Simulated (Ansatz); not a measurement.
LiSrH3 (model structure, started from the BaLiH3 type, Pm-3m, No. 221, 5 atoms in the cell) was calculated with PBEsol (plane waves, PAW; Ansatz, a quantum-chemistry and plane-wave program).

Run with plane-wave cutoff 520 eV, 10×10×10 k mesh, Fermi–Dirac smearing 0.01 eV, scalar-relativistic PAW data made under PBE.

Cell (relaxed with PBEsol):

```
LiSrH3
1.0
    3.75239     0.00000     0.00000
    0.00000     3.75239     0.00000
    0.00000     0.00000     3.75239
Sr Li H
1 1 3
Direct
  0.00000   0.00000   0.00000
  0.50000   0.50000   0.50000
  0.50000   0.00000   0.50000
  0.00000   0.50000   0.50000
  0.50000   0.50000   0.00000
```

Task: Give the computed band gap, smallest direct gap on the k points sampled and direct gap at Γ.

Result: 
* **band gap**: 1.62 eV
* **smallest direct gap on the k points sampled**: 2.68 eV
* **direct gap at Γ**: 6.76 eV

Note: the relaxation could raise the start's symmetry but not lower it, so the cell can be a saddle point.

Spin–orbit coupling is not included.

Static lattice: no zero-point or thermal effects.

A model structure was made by putting elements into a prototype or built by hand; it is no filed structure, need not be a known phase, and can be a saddle point held by its symmetry.
